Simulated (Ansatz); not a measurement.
Take TiB2 (space group P6/mmm, No. 191; a = 3.017 Å, c = 3.185 Å) as the base. Axes: x lies along a and z along c of the hexagonal cell.

Computed with plane-wave PAW DFT at the PBEsol level (Ansatz, an electronic-structure program, 420 eV), no spin-orbit coupling, earlier PAW set.

Before the change:

- Shortest interatomic distance = 1.742 Å
- Pressure = 0.0 GPa

One thing is altered: strain tensor (xx, yy, zz, yz, xz, xy) = (+0.07, +0.93, +1.71, +0.39, −0.17, +1.40) %; the atoms relax in the strained cell.

Q: What happens to the energy relative to the base?

A: The energy rises by 12 meV/atom.

Q: What does the calculation give for the shortest interatomic distance after the change?

A: The shortest interatomic distance drops by 0.0095 Å, from 1.742 Å to 1.733 Å.

Q: Estimate the effect on the pressure.

A: The pressure (mean of the normal stresses, compression positive) goes from zero to -6.2 GPa.

The mesh was chosen for an insulator and is coarse for the gapless case. Without a gap, meshes like the base's 13×13×10 leave anisotropic stresses uncertain by several tenths of a GPa, and small strain energies with them. Whether these cells are dynamically stable was not tested. The final runs are not spin-polarised.
